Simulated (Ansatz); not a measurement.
# Competing hops of interstitial Li in zinc-blende InP, charge state +1

Defect: interstitial Li in zinc-blende InP, charge state +1. These are PBE, PAW (plane waves to 420 eV; Ansatz, a program for electronic structure) values and carry that method's errors.

64-site cell at the relaxed PBE lattice, one k-point at (0.250, 0.250, 0.250), smearing 0.05 eV, spin-restricted, no finite-size correction. Energies are static. PBE gaps are too small, and in this host the defect's levels may merge with the bands. The charge state is imposed; whether it is stable for some Fermi level was not computed. Sites that were not tried may lie lower.

Barriers: single points on a 2×2×2 k-point mesh shifted by half a step at the bands' geometries.

| Route | Start site over the lowest site run (eV) | Hop (Å) | Forward barrier (eV) | Backward barrier (eV) | Neighbours at the start | Neighbours at the saddle | Saddle order | Forward, on the band's own sampling (eV) |
|---|---|---|---|---|---|---|---|---|
| a direct jump of one Li atom | 0.00 | 2.59 | 0.56 | 0.09 | 3 In at 3.04, 3 In at 3.07; 3 P at 2.55, P at 2.60 Å | 3 In at 2.66; 2 P at 2.51, P at 2.54 Å | inconclusive, on a symmetry element | 0.57 |

Paths come from nudged elastic bands with a climbing image.  A band can be held on a symmetry element, so unchecked saddle points there may be too high.
